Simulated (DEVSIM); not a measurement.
Device: GaAs n-i-p diode, at 400 K.

| layer (left to right) | material | thickness (μm) | Nd (cm⁻³) | Na (cm⁻³) | τn (s) | τp (s) |
|---|---|---|---|---|---|---|
| 1 | GaAs | 1.90 | 1.2e17 | - | 1.2e-9 | 1.2e-9 |
| 2 | GaAs | 2.80 | - | 1.2e11 | 1.2e-9 | 1.2e-9 |
| 3 | GaAs | 2.20 | - | 2.9e17 | 1.2e-9 | 1.2e-9 |

Left contact: ohmic. Right contact: ohmic. Voltage is applied to the left contact. Recombination: SRH at mid-gap, Auger. Mobility is constant in doping.

This is a model device: material constants are rounded textbook-type values typed into the input, and sizes, dopings and lifetimes were drawn at random. Values at 300 K; Nc and Nv go as T^1.5, mobilities as T to minus their exponent, the gap by Varshni's rule with the affinity fixed.

| parameter | GaAs |
|---|---|
| gap (eV) | 1.424 |
| affinity (eV) | 4.07 |
| permittivity | 12.9 |
| Nc (cm⁻³) | 4.7e17 |
| Nv (cm⁻³) | 9e18 |
| μn (cm²/Vs) | 8500 |
| μp (cm²/Vs) | 400 |
| T exponent of μn | 2.1 |
| T exponent of μp | 2.2 |
| Cn (cm⁶/s) | 1e-30 |
| Cp (cm⁶/s) | 1e-30 |
| Varshni α (eV/K) | 0.000541 |
| Varshni β (K) | 204 |

DEVSIM, 1D drift-diffusion, Boltzmann statistics, complete ionisation; no tunnelling, impact ionisation, image-force lowering or self-heating.

Task: Tabulate band edges, carrier densities and field at 5.0 V on the left contact.

Result: Energies count from the Fermi level of the right contact; mesh points crowd at the junctions.

```json
[
 {"x (μm)": "0.000", "Ec (eV)": "-4.938", "Ev (eV)": "-6.315", "n (cm⁻³)": "1.2e17", "p (cm⁻³)": "370", "field (V/cm)": "≈ 0"},
 {"x (μm)": "0.04197", "Ec (eV)": "-4.938", "Ev (eV)": "-6.315", "n (cm⁻³)": "1.2e17", "p (cm⁻³)": "370", "field (V/cm)": "≈ 0"},
 {"x (μm)": "0.1627", "Ec (eV)": "-4.938", "Ev (eV)": "-6.315", "n (cm⁻³)": "1.2e17", "p (cm⁻³)": "350", "field (V/cm)": "≈ 0"},
 {"x (μm)": "0.4817", "Ec (eV)": "-4.938", "Ev (eV)": "-6.315", "n (cm⁻³)": "1.2e17", "p (cm⁻³)": "320", "field (V/cm)": "≈ 0"},
 {"x (μm)": "1.429", "Ec (eV)": "-4.938", "Ev (eV)": "-6.315", "n (cm⁻³)": "1.2e17", "p (cm⁻³)": "150", "field (V/cm)": "≈ 0"},
 {"x (μm)": "1.741", "Ec (eV)": "-4.938", "Ev (eV)": "-6.315", "n (cm⁻³)": "1.2e17", "p (cm⁻³)": "< 1e2", "field (V/cm)": "≈ 0"},
 {"x (μm)": "1.857", "Ec (eV)": "-4.935", "Ev (eV)": "-6.312", "n (cm⁻³)": "1.1e17", "p (cm⁻³)": "< 1e2", "field (V/cm)": "2100"},
 {"x (μm)": "1.909", "Ec (eV)": "-4.865", "Ev (eV)": "-6.242", "n (cm⁻³)": "1.4e16", "p (cm⁻³)": "< 1e2", "field (V/cm)": "25000"},
 {"x (μm)": "1.967", "Ec (eV)": "-4.735", "Ev (eV)": "-6.112", "n (cm⁻³)": "3.3e14", "p (cm⁻³)": "440", "field (V/cm)": "22000"},
 {"x (μm)": "2.136", "Ec (eV)": "-4.369", "Ev (eV)": "-5.747", "n (cm⁻³)": "8.2e9", "p (cm⁻³)": "1700000", "field (V/cm)": "22000"},
 {"x (μm)": "2.585", "Ec (eV)": "-3.396", "Ev (eV)": "-4.773", "n (cm⁻³)": "5200000", "p (cm⁻³)": "2.9e7", "field (V/cm)": "22000"},
 {"x (μm)": "3.975", "Ec (eV)": "-0.387", "Ev (eV)": "-1.764", "n (cm⁻³)": "1400000", "p (cm⁻³)": "1.1e8", "field (V/cm)": "22000"},
 {"x (μm)": "4.449", "Ec (eV)": "0.641", "Ev (eV)": "-0.736", "n (cm⁻³)": "81000", "p (cm⁻³)": "7.4e9", "field (V/cm)": "22000"},
 {"x (μm)": "4.623", "Ec (eV)": "1.018", "Ev (eV)": "-0.359", "n (cm⁻³)": "< 1e2", "p (cm⁻³)": "4.1e14", "field (V/cm)": "22000"},
 {"x (μm)": "4.699", "Ec (eV)": "1.200", "Ev (eV)": "-0.178", "n (cm⁻³)": "< 1e2", "p (cm⁻³)": "8.0e16", "field (V/cm)": "35000"},
 {"x (μm)": "4.737", "Ec (eV)": "1.243", "Ev (eV)": "-0.134", "n (cm⁻³)": "< 1e2", "p (cm⁻³)": "2.8e17", "field (V/cm)": "940"},
 {"x (μm)": "4.849", "Ec (eV)": "1.244", "Ev (eV)": "-0.133", "n (cm⁻³)": "< 1e2", "p (cm⁻³)": "2.9e17", "field (V/cm)": "≈ 0"},
 {"x (μm)": "5.146", "Ec (eV)": "1.244", "Ev (eV)": "-0.133", "n (cm⁻³)": "< 1e2", "p (cm⁻³)": "2.9e17", "field (V/cm)": "≈ 0"},
 {"x (μm)": "6.228", "Ec (eV)": "1.244", "Ev (eV)": "-0.133", "n (cm⁻³)": "110", "p (cm⁻³)": "2.9e17", "field (V/cm)": "≈ 0"},
 {"x (μm)": "6.668", "Ec (eV)": "1.244", "Ev (eV)": "-0.133", "n (cm⁻³)": "140", "p (cm⁻³)": "2.9e17", "field (V/cm)": "≈ 0"},
 {"x (μm)": "6.830", "Ec (eV)": "1.244", "Ev (eV)": "-0.133", "n (cm⁻³)": "150", "p (cm⁻³)": "2.9e17", "field (V/cm)": "≈ 0"},
 {"x (μm)": "6.900", "Ec (eV)": "1.244", "Ev (eV)": "-0.133", "n (cm⁻³)": "150", "p (cm⁻³)": "2.9e17", "field (V/cm)": "≈ 0"}
]
```
